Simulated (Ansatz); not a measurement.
KZnF₃ in the cubic perovskite structure (space group Pm-3m, No. 221)

```
KZnF3
1.0
    4.05228     0.00000     0.00000
    0.00000     4.05228     0.00000
    0.00000     0.00000     4.05228
K Zn F
1 1 3
Direct
  0.00000   0.00000   0.00000
  0.50000   0.50000   0.50000
  0.50000   0.00000   0.50000
  0.00000   0.50000   0.50000
  0.50000   0.50000   0.00000
```

Method: PBEsol, PAW, 420 eV (Ansatz, a quantum-chemistry and plane-wave program; no spin-orbit coupling). Γ-centred 8×8×8 mesh, Fermi–Dirac width 0.05 eV.

```json
{
 "volume_per_atom": "13.31 Å³",
 "density": "4.03 g/cm³",
 "band_gap": "3.71 eV, indirect, R → Γ",
 "electron_mass": "0.44 mₑ",
 "Lowest conduction-band minima above the VBM": "Γ 3.71 eV",
 "total_energy": "-1440.531 eV/atom (σ→0; compares only within this code and set-up)"
}
```

Masses are band curvatures over ±0.01 Å⁻¹ around the edge. Whether these cells are dynamically stable was not tested. Many cubic perovskites are stable only at high temperature; tilts and polar distortions were not tested.
